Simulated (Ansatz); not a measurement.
Defect: Ir vacancy in fcc Ir, neutral cell. The step: a nearby Ir atom hops onto the vacant site; the atom moves 2.71 Å along (0.00, 0.49, -0.50) of the unit cell; the moving atom starts with neighbours 4 Ir at 2.72, 2 Ir at 2.74, 5 Ir at 2.75 Å and ends with 4 Ir at 2.72, 6 Ir at 2.74, Ir at 2.75 Å. A PBE band in Ansatz (plane-wave PAW, a 3×3×3 k-point mesh shifted by half a step, 32 host sites, 22 SCF runs with any check of the saddle's order, static, no finite-size correction) gives a forward barrier of 2.67 eV. The saddle point's order was not checked, and it lies on a symmetry element of the cell, where a band can be held. Forms of the defect that were not tried may lie lower.

Single points at the band's start and saddle point can refine it. Rough cost of one point, in units of the band's mean SCF on the same machine:

```tsv
Level	Cost of one point
PBE, a 5×5×5 k-point mesh shifted by half a step	about 5
r2SCAN at 500 eV, a 3×3×3 k-point mesh shifted by half a step	about 3
```

Which of these move the barrier by more than 0.1 eV, and how far does each move it?

Not one does. PBE, a 5×5×5 k-point mesh shifted by half a step: +0.02 eV; r2SCAN at 500 eV, a 3×3×3 k-point mesh shifted by half a step: -0.01 eV. Each functional is compared with PBE at the same k-points.

Ansatz is a program for electronic structure.
